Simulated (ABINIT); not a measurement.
## Short convergence ladders for Nb (Im-3m, 1 atom in the cell)

```xyz
1
Lattice="-1.6583 1.6583 1.6583 1.6583 -1.6583 1.6583 1.6583 1.6583 -1.6583" Properties=species:S:1:pos:R:3 pbc="T T T"
Nb     0.0000     0.0000     0.0000
```

Base method: PBE, PAW (JTH v2.0 PBE PAW) (plane waves; ABINIT 10.0.3).

Base settings: pseudos = [Nb.GGA_PBE-JTH.xml]; ecut = 544 eV; pawecutdg = 1088 eV; pawxcdev = 0; occopt = 3; tsmear = 0.1 eV; ngkpt = 5 5 5; nshiftk = 1; shiftk = 0 0 0; potentials = JTH v2.0 PBE PAW.

The count of work is k-points × plane waves × bands × iterations; it is no time. 

**The cutoff for other potential files**

Level: DFT, PBE, plane waves, norm-conserving pseudopotentials (PseudoDojo nc-sr-05 PBE standard).

In this ladder: pseudos = [Nb.upf]; pawecutdg = default; pawxcdev = default; potentials = PseudoDojo nc-sr-05 PBE standard.

The second cell is the first with its lattice scaled by 0.98.

The mesh stays at the base's, so the ladder's end is converged at best in this setting alone.

Only quantities that move along the ladder and can be compared are tabulated.

| ecut | free energy less the last step's (meV/atom) | energy of the compressed cell less the first (meV/atom) | pressure (GPa) | count of work / last |
|---|---|---|---|---|
| 490 eV | 3304.27 | 15.42 | -80.97 | 0.10 |
| 626 eV | 954.73 | 21.79 | -36.52 | 0.15 |
| 789 eV | 152.54 | 25.86 | -10.30 | 0.21 |
| 952 eV | 13.90 | 25.81 | -2.63 | 0.28 |
| 1116 eV | 1.06 | 25.89 | -1.35 | 0.36 |
| 1333 eV | 0.71 | 25.90 | -1.32 | 0.46 |
| 1687 eV | 0.36 | 25.90 | -1.30 | 0.66 |
| 2231 eV | 0.00 | 25.88 | -1.31 | 1.0 |

Coarsest ecut that holds the pressure within 0.1 GPa of the last step, with all finer ones: 1116 eV, at 0.36 of the last step's count of work; the step before is off by 1.3 GPa.

Coarsest ecut that holds the free energy within 5 meV/atom of the last step, with all finer ones: 1116 eV, at 0.36 of the last step's count of work; the step before is off by 14 meV/atom.

Coarsest ecut that holds the energy of the compressed cell less the first within 1 meV/atom of the last step, with all finer ones: 789 eV, at 0.21 of the last step's count of work; the step before is off by 4.1 meV/atom.

The energy difference between the two cells stays within 1 meV/atom of the last step's from 789 eV on, the total only from 1333 eV on: much of the error is common to both cells and cancels.

At the lowest cutoff the pressure lies 79.7 GPa under the last step's, the usual sign of Pulay stress in an incomplete plane-wave basis.

**The relaxed cell against the cutoff**

In this ladder: ionmov = 3; ntime = 40; tolmxf = 0.0001 Ha/bohr; optcell = 2; dilatmx = 1.08; ecutsm = 0.5 Ha. Moved along: pawecutdg.

The mesh stays at the base's, so the ladder's end is converged at best in this setting alone.

Only quantities that move along the ladder and can be compared are tabulated.

```csv
ecut,relaxed volume (Å³/atom),relaxation steps
272 eV,18.072,3
327 eV,18.108,4
381 eV,18.094,4
463 eV,18.065,4
544 eV,18.069,4
653 eV,18.056,4
816 eV,18.062,3
1088 eV,18.063,3
```

Coarsest ecut that holds the relaxed volume within 0.018 Å³/atom of the last step, with all finer ones: 463 eV; the step before is off by 0.031 Å³/atom.

On the base run: the starting cell has typed, rounded lattice constants, without a prior relaxation at this level. Its lattice was rescaled by up to half a per cent. Spin polarisation is off. Without a gap this mesh is coarse (it stands for a supercell whose shortest vector is 14 Å).
